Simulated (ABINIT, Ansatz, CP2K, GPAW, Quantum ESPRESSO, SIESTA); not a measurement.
# One structure in several programs: CaC₂ (P1, 6 atoms in the cell)

Self-consistent single point, at a second geometry (atoms moved at random). First geometry:

```xyz
6
Lattice="3.3447 -2.1108 0.0000 3.3447 2.1108 0.0000 -2.2292 0.0000 7.1495" Properties=species:S:1:pos:R:3 pbc="T T T"
Ca     1.6728     1.3741     5.3621
Ca     2.7874    -1.3741     1.7874
C      0.6257    -0.5932     4.0046
C      3.8345     0.5932     3.1449
C      2.7199    -0.5932     6.7197
C      1.7403     0.5932     0.4298
```

Second geometry:
```yaml
crystal:
  lattice:
    - [3.34466, -2.11084, 0.00000]
    - [3.34466, 2.11084, 0.00000]
    - [-2.22920, 0.00000, 7.14948]
  atoms:
    - { symbol: Ca, position: [0.18291, 0.82862, 0.74831] }
    - { symbol: Ca, position: [0.82551, 0.17892, 0.25543] }
    - { symbol: C, position: [0.40621, 0.13208, 0.55671] }
    - { symbol: C, position: [0.57074, 0.86788, 0.43881] }
    - { symbol: C, position: [0.85648, 0.58519, 0.94556] }
    - { symbol: C, position: [0.15815, 0.40731, 0.05518] }
```

Shared settings, as Ansatz (an electronic-structure program) writes them: kpoints.mp_grid.grid = 5 5 3; scf.occupations.method = fixed. Potentials and cutoffs stand in the table.

| code | model | ΔF from the first geometry (meV/atom) | pressure (GPa) | largest force (eV/Å) | gap on the mesh (eV) | cutoff |
|---|---|---|---|---|---|---|
| ABINIT | PBEsol, norm-conserving pseudopotentials (PseudoDojo nc-sr-04 PBEsol standard) | 14.0 | -3.99 | 1.950 | 2.205 | 41 Ha |
| SIESTA | GGA PBEsol, numerical atomic orbitals DZP, PseudoDojo PBEsol standard norm-conserving potentials (rewritten from UPF to PSML) | 20.9 | 2.32 | 4.031 | 3.033 | grid 300 Ry |
| GPAW | PBEsol, GPAW PAW datasets PBEsol (made by gpaw-setup) | 13.9 | – | 2.066 | 2.221 | 950 eV |
| CP2K | PBEsol, GPW, DZVP-MOLOPT-SR-GTH basis, GTH-PBE potentials (GTH_POTENTIALS) | 14.6 | -3.83 | 2.308 | 2.140 | grid 500 Ry |
| Quantum ESPRESSO | PBEsol, GBRV 1.5 ultrasoft (PBESOL) pseudopotentials | 14.4 | -3.94 | 2.074 | 2.204 | 40 Ry |
| Ansatz | PBEsol, PAW files made with PBE | 13.7 | -4.31 | 2.107 | 2.215 | default |

Size of the force on each atom (eV/Å): Sizes of forces hide their directions.

```tsv
code	Ca1	Ca2	C3	C4	C5	C6
ABINIT	0.362	0.367	1.942	1.899	1.874	1.950
SIESTA	0.550	0.506	4.031	3.937	0.585	0.687
GPAW	0.362	0.366	1.807	1.762	1.990	2.066
CP2K	0.395	0.410	2.308	2.269	1.601	1.679
Quantum ESPRESSO	0.362	0.368	2.074	2.032	1.826	1.902
Ansatz	0.361	0.367	1.736	1.692	2.031	2.107
```

A dash marks a value that a program does not give, or that is left out as unsure.

Gaps are read on the mesh.

The spread over the programs that give each value: ΔF from the first geometry within 7.2 meV/atom; pressure within 6.63 GPa; largest force within 2.081 eV/Å; gap on the mesh within 0.893 eV.

SIESTA and CP2K use small atom-centred bases, whose incompleteness enters pressures, forces and empty levels differently from a plane-wave cutoff. Ansatz's pressure is given at a fixed set of plane waves, as the other plane-wave codes print theirs; with its correction for the finite basis it is -4.18 GPa. The pressure of GPAW is left out: its cutoff lies under the one at which its stress was checked. In the pressure, SIESTA (by 6.32) lies more than 1 GPa from the median of the plane-wave programs. In the gap, SIESTA (by 0.823) lies more than 0.12 eV from the median of the plane-wave programs. In the force vectors, SIESTA (by 2.158), CP2K (by 0.439), Quantum ESPRESSO (by 0.201) and Ansatz (by 0.139) lie more than 0.08 eV/Å from the median of the plane-wave programs.

The starting cell comes from a database of computed structures (which also holds hypothetical and non-ambient phases and stackings), without a prior relaxation at this level. Its lattice was rescaled by a random factor within 2.5 % of one. For this run, on top of that: atoms moved at random.

Keys are those of Ansatz 0.2.
